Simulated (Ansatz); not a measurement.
BN (R3m, No. 160, 2 atoms in the cell; start mp-13150; a measured phase of this formula has another space group) was calculated with PBEsol (Ansatz, an electronic-structure program, PAW).

Run with plane-wave cutoff 520 eV, 16×16×16 k mesh, Fermi–Dirac smearing 0.01 eV, scalar-relativistic PAW data made under PBE.

Computed at the level's own relaxed cell.

```
CELL_PARAMETERS angstrom
      1.25212     0.72291     3.49190
     -1.25212     0.72291     3.49190
      0.00000    -1.44583     3.49190
ATOMIC_POSITIONS crystal
  B  0.99962 0.99962 0.99962
  N  0.33281 0.33281 0.33281
```

### Question
List the 5 lowest band energies at Γ above −25 eV (eV, relative to the valence band maximum), grouping those that round alike.

### Answer
At Γ: -17.74, -4.42, -1.32 (×2), 4.75.

Note: the cell has widely spaced layers and the level no dispersion term, so their spacing and the moduli can rest on weak binding.

A start named mp-… is a Materials Project structure, which need not be a measured phase.
